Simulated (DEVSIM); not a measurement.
Structure: Ti/SiO2/p-Si capacitor, at 400 K.

Layer 1 from the left is SiO2, thickness (nm) 2.90. Layer 2 from the left is Si, thickness (nm) 13000, Na (cm⁻³) 2e15.

Metal gate on the left, work function 4.33 eV. Fixed charge at the semiconductor interface -8.4e10 cm⁻² (in units of +e); no interface traps.

Constants are typed, rounded textbook-type inputs, not results; the design itself was drawn at random and stands for no fabricated device. Values at 300 K; Nc and Nv go as T^1.5, mobilities as T to minus their exponent, the gap by Varshni's rule with the affinity fixed.

SiO2: gap (eV) 9, affinity (eV) 0.9, permittivity 3.9. Si: gap (eV) 1.124, affinity (eV) 4.05, permittivity 11.7, Nc (cm⁻³) 2.86e19, Nv (cm⁻³) 3.1e19, Varshni α (eV/K) 0.000473, Varshni β (K) 636.

Problem. Estimate by hand the flat-band voltage, the threshold voltage, and compare with a numerical solution.

Solution. 
- Flat-band voltage: C = 1.19 μF/cm², work-function difference -0.469 V; VFB = φms − qNf/C = -0.46 V; numerical -0.46 V.
- Threshold voltage: φF = 0.202 V, depletion charge √(4εqNφF) = 1.64e-8 C/cm²; VT = VFB + 2φF + Qd/C = -0.04 V; numerical -0.04 V.

Simulated with DEVSIM: 1D Poisson equation in equilibrium, Boltzmann statistics, complete ionisation; no quantum confinement or tunnelling. Metal contacts follow the ideal Schottky-Mott rule: no Fermi-level pinning, no interface dipoles.
